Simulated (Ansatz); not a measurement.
This Ansatz (a program for electronic structure) input is the reference run, Sn in the diamond structure (space group Fd-3m, No. 227; relaxed with 0.1 eV smearing), computed with Ansatz, PBE, PAW, cutoff 420 eV, no spin-orbit coupling:

Ansatz 0.2 input:
```yaml
crystal:
  lattice:
    - [0, 3.3280848842, 3.3280848842]
    - [3.3280848842, 0, 3.3280848842]
    - [3.3280848842, 3.3280848842, 0]
  atoms:
    - { symbol: Sn, position: [0, 0, 0] }
    - { symbol: Sn, position: [0.25, 0.25, 0.25] }
basis: { ecutwfc: 420, ecutrho_ratio: 4, xc_grid: 2, fft_grid_basis: typed }
kpoints: { mp_grid: { grid: [15, 15, 15] } }
hamiltonian:
  xc: pbe
  dispersion: none
  pseudopotentials: { kind: paw }
scf: { occupations: { method: fermi_dirac, width: 0.1 } }
relax: { f_tol: 0.005, max_steps: 30, cell: { stress_tol: 0.01 } }
output: { forces: true, stress: true }
checkpoint: { write: state.ck, write_every: 1000 }
```

Task: Write the input for this change: an isotropic linear strain of −1.50 %, atoms relaxed at fixed cell.

Result: 
Ansatz 0.2 input:
```yaml
crystal:
  lattice:
    - [0, 3.2781636109, 3.2781636109]
    - [3.2781636109, 0, 3.2781636109]
    - [3.2781636109, 3.2781636109, 0]
  atoms:
    - { symbol: Sn, position: [0, 0, 0] }
    - { symbol: Sn, position: [0.25, 0.25, 0.25] }
basis: { ecutwfc: 420, ecutrho_ratio: 4, xc_grid: 2, fft_grid_basis: typed }
kpoints: { mp_grid: { grid: [15, 15, 15] } }
hamiltonian:
  xc: pbe
  dispersion: none
  pseudopotentials: { kind: paw }
scf: { occupations: { method: fermi_dirac, width: 0.1 }, convergence: { dr2_threshold: 0.0000000002 } }
relax: { f_tol: 0.005, max_steps: 50 }
output: { forces: true, stress: true }
checkpoint: { write: state.ck, write_every: 1000 }
```
This is the input that was run.

Whether these cells are dynamically stable was not tested.
